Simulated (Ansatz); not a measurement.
Base system: ZrO₂ (space group P4_2/nmc, No. 137; a = 3.5845 Å, c = 5.1787 Å).

Now apply this change: cell and atoms relaxed at a pressure of 2.1 GPa.

Levels (all Ansatz, a quantum-chemistry and plane-wave program, PAW, earlier PAW set): PBEsol (420 eV, no spin-orbit coupling); r2SCAN (500 eV, scalar-relativistic without spin-orbit coupling); HSE06 (420 eV, no SOC); PBEsol+SOC (420 eV, spin-orbit coupling included).

One geometry, relaxed with PBEsol, under each level:

```json
[
 {"level": "PBEsol", "band gap": "4.01 eV", "lowest conduction level above the VBM at special points": "Γ 4.01 eV; X 4.45 eV; R 4.57 eV; Z 4.61 eV", "electron mass": "2.1 mₑ along c, 0.57 mₑ across (at Γ)", "pressure": "2.10 GPa"},
 {"level": "r2SCAN", "band gap": "[?]", "lowest conduction level above the VBM at special points": "[?]", "electron mass": "–", "pressure": "[?]"},
 {"level": "HSE06", "band gap": "5.74 eV", "lowest conduction level above the VBM at special points": "Γ 5.74 eV; X 6.17 eV; R 6.32 eV", "electron mass": "–", "pressure": "–"},
 {"level": "PBEsol+SOC", "band gap": "4.01 eV", "lowest conduction level above the VBM at special points": "Γ 4.01 eV; X 4.44 eV; R 4.57 eV; Z 4.60 eV", "electron mass": "2.1 mₑ along c, 0.57 mₑ across (at Γ)", "pressure": "2.09 GPa"}
]
```

Task: Give the withheld r2SCAN results.

Result: 
- r2SCAN, band gap: 4.63 eV
- r2SCAN, lowest conduction level above the VBM at special points: Γ 4.63 eV; X 5.02 eV; R 5.15 eV; Z 5.21 eV
- r2SCAN, pressure: 5.81 GPa

Single points use the geometry relaxed with PBEsol. Their cutoffs differ, which shifts pressures a little. HSE06 gaps are upper bounds (no full band path). The spin-orbit shifts are approximate. Load acts through the strain it causes; cell and atoms are relaxed under it. Masses are band curvatures over ±0.01 Å⁻¹ around the edge. Stability against distortions was not tested. This is not the structure that ZrO2 has at room temperature and ambient pressure.
